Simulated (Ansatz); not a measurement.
## Li (Im-3m): resistivity and electron-phonon coupling

```xyz
1
Lattice="-1.6484 1.6484 1.6484 1.6484 -1.6484 1.6484 1.6484 1.6484 -1.6484" Properties=species:S:1:pos:R:3 pbc="T T T"
Li     0.0000     0.0000     0.0000
```

Calculation: PBEsol, DFPT electron-phonon coupling, linearised Boltzmann equation (plane waves, PAW, scalar-relativistic; Ansatz, an electronic-structure program). Condition of this run: hydrostatic pressure 2 GPa (the target of the relaxation). How the cell was made: relaxed with this functional, without spin-orbit coupling, then loaded as said.

```yaml
resistivity at 300 K: 13.1 μΩ·cm
resistivity times mean free path for one path shared by all states (from the Fermi surface's area): 8.7 ×10⁻¹⁶ Ω·m²
density of states at the Fermi level: 0.23 states/(eV·spin·cell)
drude_plasma_energy: 7.0 eV
Hall coefficient at 300 K: -13.7 ×10⁻¹¹ m³/C
```

A metal at this level (no band gap). Only scattering by harmonic phonons is included (no impurities, grain boundaries, electron-electron scattering or thermal expansion). Spin-orbit coupling is left out. The squared frequency of the phonon mode least converged on the k mesh is uncertain by 24 %. Halving the electron mesh (36x36x36) moves the resistivity by up to 2 % at 300 K. Smearing 0.20 eV; phonons on a 6x6x6 q mesh, which this run doesn't test and which matters most at low temperature.
